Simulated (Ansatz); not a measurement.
Consider KCl in the rock salt structure (space group Fm-3m, No. 225; a = 6.244 Å).

Now apply this change: an isotropic linear strain of −5.54 %; the atoms relax in the strained cell.

Method: PBEsol/PAW in Ansatz (an electronic-structure program), spin-orbit coupling left out.

Base, band edges from the VBM (valence, conduction): X -0.23, 6.37; W -0.50, 7.93; L -0.35, 7.48; Γ 0.00, 5.10; K -0.31, 7.15; U -0.31, 7.15 eV.

Give the band edges at the high-symmetry points of the new zone, measured from its valence-band maximum.


| point | valence edge (eV) | conduction edge (eV) |
|---|---|---|
| Γ | 0.00 | 5.73 |
| X | -0.26 | 6.10 |
| U | -0.41 | 7.11 |
| K | -0.41 | 7.11 |
| L | -0.54 | 7.92 |
| W | -0.58 | 8.09 |

The gap is 5.73 eV, direct at Γ.

Gaps are Kohn–Sham eigenvalue differences; semilocal functionals usually give less than the measured gap. Whether these cells are dynamically stable was not tested.
